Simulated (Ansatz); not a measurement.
# What pressure 0.7 GPa does to Sr

Start from Sr in the fcc (Cu type) structure (space group Fm-3m, No. 225; a = 5.923 Å).

Perturbation: cell and atoms relaxed at a pressure of 0.7 GPa.

The values are results of PBEsol (Ansatz, a quantum-chemistry and plane-wave program, PAW, spin-orbit coupling left out), not measurements. Settings: 14×14×14 k-points, 0.05 eV Fermi–Dirac smearing.

The volume per atom falls by 2.65 Å³ to 49.28 Å³ and the density rises by 0.15 g/cm³, from 2.80 g/cm³ to 2.95 g/cm³. The lattice parameter a drops by 0.103 Å to 5.820 Å and the shortest interatomic distance drops by 0.073 Å to 4.115 Å. The band gap remains zero.

Final structure:

```
Sr
1.0
    0.00000     2.90997     2.90997
    2.90997     0.00000     2.90997
    2.90997     2.90997     0.00000
Sr
1
Direct
  0.00000   0.00000   0.00000
```

Load acts through the strain it causes; cell and atoms are relaxed under it. No phonon test of stability was made. Gaps under 0.05 eV, about the width of the smearing, are given as zero.
